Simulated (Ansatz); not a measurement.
Sn, point defects

Consider an 8-atom supercell of Sn (space group I4_1/amd, No. 141; a = 5.947 Å, c = 3.212 Å) at its relaxed geometry.

One neutral defect a cell, atoms relaxed at fixed cell.

Level of theory: PBE (Ansatz, an electronic-structure program), without spin-orbit coupling, earlier PAW set.

```csv
change,largest displacement of a host atom from its site in the perfect cell,pressure
perfect supercell,–,0.1 GPa
"Li interstitial (started 2.13 Å from the nearest host atom), symmetric start",0.53 Å,4.5 GPa
"Ru on a Sn site, symmetric start",0.44 Å,-3.1 GPa
Zn on a Sn site,0.20 Å,-2.3 GPa
Li interstitial (started 1.96 Å from the nearest host atom),0.51 Å,4.5 GPa
"Ir on a Sn site, symmetric start",0.45 Å,-3.0 GPa
```

In so small a cell the defect repeats every few ångströms: this is an ordered compound, not a dilute defect. Defects with a symmetric start kept the site's symmetry and may sit on a saddle; the others started slightly shaken. All final runs are without spin polarisation.
